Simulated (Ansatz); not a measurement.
The structure below was relaxed with PBE in Ansatz (plane waves to 420 eV, PAW, no spin-orbit coupling), earlier PAW set.

Space group P6₃mc (No. 186); a = b = 3.1728 Å, c = 5.8642 Å, α = β = 90.00°, γ = 120.00°

```csv
atom,site,symmetry,x,y,z
Si,2b,3m.,0.3333,0.6667,0.4819
B,2b,3m.,0.3333,0.6667,0.1433
```

### Question
Write out a cell with all atoms.

### Answer
```xyz
4
Lattice="3.1728 0.0000 0.0000 -1.5864 2.7477 0.0000 0.0000 0.0000 5.8642" Properties=species:S:1:pos:R:3 pbc="T T T"
Si     1.5864     0.9159     5.7580
Si     0.0000     1.8318     2.8259
B      1.5864     0.9159     3.7725
B      0.0000     1.8318     0.8404
```
This is the conventional cell.

No phonon test of stability was made. All final runs are without spin polarisation. The cell was made from SiC by this change: C → B; the result is a model cell, its experimental status unchecked.

Ansatz is a program for electronic structure.
